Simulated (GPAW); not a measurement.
Band structure of SnSe₂ (P-3m1, 3 atoms in the cell).

```
SnSe2
1.0
    1.90500    -3.29956     0.00000
    1.90500     3.29956     0.00000
    0.00000     0.00000     6.14000
Sn Se
1 2
Cartesian
  0.00000   0.00000   0.00000
  1.90500   1.09985   1.53500
  1.90500  -1.09985   4.60500
```

Level of theory: PBE, GPAW PAW datasets PBE (gpaw-data 1.0.1) (plane waves; GPAW).

Settings: mode = pw; ecut = 600 eV; xc = PBE; kpts = 7 7 4; mesh shift (steps) = 0 0 0; occupations.name = fermi-dirac; occupations.width = 0.05 eV; nbands = -4; convergence.bands = -2; symmetry.symmorphic = false; symmetry.tolerance = 0.0005; maxiter = 150; bandpath_npoints = 40.

The starting cell has typed, rounded lattice constants, without a prior relaxation at this level.

Task: Predict the gap along the standard path and the places of the band edges.

Result: The gap along the path is 0.73 eV, from a point between K and Γ to a point between A|L and M|K; the smallest direct gap on it is 1.12 eV.

Levels in eV from the top of the valence band on the SCF mesh, bands 10 to 17:
```
point     10     11     12     13    14    15    16    17
-----  -----  -----  -----  -----  ----  ----  ----  ----
Γ      -0.67  -0.36  -0.36   0.00  1.12  2.98  4.67  4.67
M      -2.90  -2.64  -1.20  -0.28  1.19  3.81  5.45  5.48
K      -3.67  -3.33  -1.52  -1.52  1.42  6.64  6.64  7.23
A      -0.76  -0.76  -0.21  -0.21  2.49  2.95  4.39  4.39
L      -2.47  -1.98  -0.82  -0.68  0.88  4.27  4.84  5.85
H      -4.19  -3.70  -0.36  -0.36  2.55  4.73  4.73  6.24
```
